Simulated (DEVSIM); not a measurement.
Structure: illuminated Si p-on-n cell, one wavelength, with a back-surface field, at 350 K.

Layer 1 from the left is Si, thickness (μm) 0.330, Na (cm⁻³) 5.9e18, τn (s) 5.6e-8, τp (s) 2.5e-8, absorption coefficient (cm⁻¹) 260. Layer 2 from the left is Si, thickness (μm) 23.0, Nd (cm⁻³) 1.2e17, τn (s) 2.8e-7, τp (s) 2.8e-7, absorption coefficient (cm⁻¹) 260. Layer 3 from the left is Si, thickness (μm) 0.110, Nd (cm⁻³) 7.3e18, τn (s) 2.8e-7, τp (s) 8.4e-9, absorption coefficient (cm⁻¹) 260.

Left contact: ohmic, minority electron recombination velocity 60000 cm/s. Right contact: ohmic, minority hole recombination velocity 9e6 cm/s. Voltage is applied to the left contact. Recombination: SRH at mid-gap, radiative, Auger. Light enters at the left, 1.1e18 photons cm⁻² s⁻¹, one pass, no reflection. Mobility is constant in doping.

Constants are typed, rounded textbook-type inputs, not results; the design itself was drawn at random and stands for no fabricated device. Values at 300 K; Nc and Nv go as T^1.5, mobilities as T to minus their exponent, the gap by Varshni's rule with the affinity fixed.

Si: gap (eV) 1.124, affinity (eV) 4.05, permittivity 11.7, Nc (cm⁻³) 2.86e19, Nv (cm⁻³) 3.1e19, μn (cm²/Vs) 1417, μp (cm²/Vs) 470, T exponent of μn 2.3, T exponent of μp 2.2, B (cm³/s) 4.7e-15, Cn (cm⁶/s) 2.8e-31, Cp (cm⁶/s) 9.9e-32, Varshni α (eV/K) 0.000473, Varshni β (K) 636.

Model (solved in DEVSIM): 1D drift-diffusion, Boltzmann statistics, complete ionisation; no tunnelling, impact ionisation, image-force lowering or self-heating.

Task: What does the simulation give for the open-circuit voltage, the dark forward voltage at 100 A/cm²?

Result: open-circuit voltage 0.520 V; dark forward voltage at 100 A/cm² 0.768 V.
